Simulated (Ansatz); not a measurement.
Base system: WO$_{3}$ (space group Cmcm, No. 63; a = 5.454 Å, b = 5.474 Å, c = 7.460 Å; a cell from a computed database, its experimental status unchecked). Axes: x, y, z lie along a, b, c of the conventional cell.

It is then changed as follows: biaxial strain +0.65 %, plane normal [001], relaxed out of plane (Cartesian); in-plane vectors clamped, the third vector and the atoms free.

Levels (all Ansatz, a quantum-chemistry and plane-wave program, PAW): PBEsol (420 eV, scalar-relativistic without spin-orbit coupling); PBEsol+SOC (420 eV, spin-orbit coupling included).

The geometry is relaxed with PBEsol.

| Quantity | Result |
|---|---|
| PBEsol lowest conduction level above the VBM at special points | Γ 1.48 eV; S 1.54 eV; Z 2.41 eV; R 3.35 eV |
| PBEsol pressure | -11.6 kbar |
| PBEsol smallest direct gap | 1.55 eV |

### Question
Predict the lowest conduction level above the VBM at special points, pressure and smallest direct gap from PBEsol+SOC.

### Answer
The lowest conduction level above the VBM at special points goes from Γ 1.48 eV; S 1.54 eV; Z 2.41 eV; R 3.35 eV to Γ 1.34 eV; S 1.51 eV; Z 2.38 eV; R 3.31 eV; the pressure shrinks by 2.9 kbar to -14.5 kbar; the smallest direct gap shrinks by 0.02 eV, from 1.55 eV to 1.53 eV.

Single points use the geometry relaxed with PBEsol. Differences between runs with and without spin-orbit coupling are approximate. With W present, leaving out spin-orbit coupling can change the band edges. Stability against distortions was not tested.
